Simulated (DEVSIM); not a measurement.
Structure: abrupt Ge p-n junction, at 400 K.

```tsv
layer (left to right)	material	thickness (μm)	Nd (cm⁻³)	Na (cm⁻³)	τn (s)	τp (s)
1	Ge	0.390	-	1.5e15	1.2e-7	1.2e-7
2	Ge	0.390	2.1e14	-	1.2e-7	1.2e-7
```

Left contact: ohmic. Right contact: ohmic. Voltage is applied to the left contact. Recombination: SRH at mid-gap, Auger. Mobility is μmin + (μ − μmin)/(1 + (N/Nref)^α).

This is a model device: material constants are rounded textbook-type values typed into the input, and sizes, dopings and lifetimes were drawn at random. Values at 300 K; Nc and Nv go as T^1.5, mobilities as T to minus their exponent, the gap by Varshni's rule with the affinity fixed.

| parameter | Ge |
|---|---|
| gap (eV) | 0.664 |
| affinity (eV) | 4 |
| permittivity | 16 |
| Nc (cm⁻³) | 1.04e19 |
| Nv (cm⁻³) | 6e18 |
| μn (cm²/Vs) | 3900 |
| μp (cm²/Vs) | 1900 |
| μn,min | 150 |
| μp,min | 100 |
| Nref,n | 2.6e17 |
| Nref,p | 4e17 |
| αn | 0.56 |
| αp | 0.6 |
| T exponent of μn | 1.66 |
| T exponent of μp | 2.33 |
| Cn (cm⁶/s) | 1e-31 |
| Cp (cm⁶/s) | 1e-31 |
| Varshni α (eV/K) | 0.000477 |
| Varshni β (K) | 235 |

Simulated with DEVSIM: 1D drift-diffusion, Boltzmann statistics, complete ionisation; no tunnelling, impact ionisation, image-force lowering or self-heating.

The thickness of layer 1 was swept, all else fixed.

```json
[
 {"thickness of layer 1 (μm)": "0.078", "largest field in the device at zero bias (V/cm)": "(withheld)"},
 {"thickness of layer 1 (μm)": "0.14", "largest field in the device at zero bias (V/cm)": "1000"},
 {"thickness of layer 1 (μm)": "0.23", "largest field in the device at zero bias (V/cm)": "990"},
 {"thickness of layer 1 (μm)": "0.39", "largest field in the device at zero bias (V/cm)": "990"},
 {"thickness of layer 1 (μm)": "0.66", "largest field in the device at zero bias (V/cm)": "990"},
 {"thickness of layer 1 (μm)": "1.2", "largest field in the device at zero bias (V/cm)": "990"},
 {"thickness of layer 1 (μm)": "2", "largest field in the device at zero bias (V/cm)": "990"}
]
```

### Question
Fill in the missing entries.

### Answer

- 0.078, largest field in the device at zero bias (V/cm): 1200
